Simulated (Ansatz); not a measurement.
The parent structure is CdTe in the zinc blende structure (space group F-43m, No. 216).

```
CELL_PARAMETERS angstrom
      0.00000     3.27903     3.27903
      3.27903     0.00000     3.27903
      3.27903     3.27903     0.00000
ATOMIC_POSITIONS crystal
  Te 0.75000 0.75000 0.75000
  Cd 0.00000 0.00000 0.00000
```

Cartesian axes are those of the cell as printed.

All numbers come from r2SCAN (Ansatz, a first-principles code; PAW; 500 eV plane waves; no spin-orbit coupling), earlier PAW set.

Before the change:

| Item | Value |
|---|---|
| Gap character | direct at Γ |
| Valence-band top at Γ | 0.00, 0.00, 0.00 eV |

One thing is altered: compressive biaxial strain of 4.94 % in the plane normal to [001], as in epitaxy on a mismatched substrate; the out-of-plane cell vector and the atoms relax.

Question: Predict the new gap character, energy relative to the base and valence-band top at Γ.

Answer: The gap character remains direct at Γ; the energy grows by 24 meV/atom; the valence-band top at Γ (three highest levels, from the VBM) changes from 0.00, 0.00, 0.00 eV to 0.00, 0.00, -0.47 eV.

Spin-orbit coupling, missing from the scalar runs, can matter with Te. No phonon test of stability was made. Labels are those of the standard path for the cell's own space group.
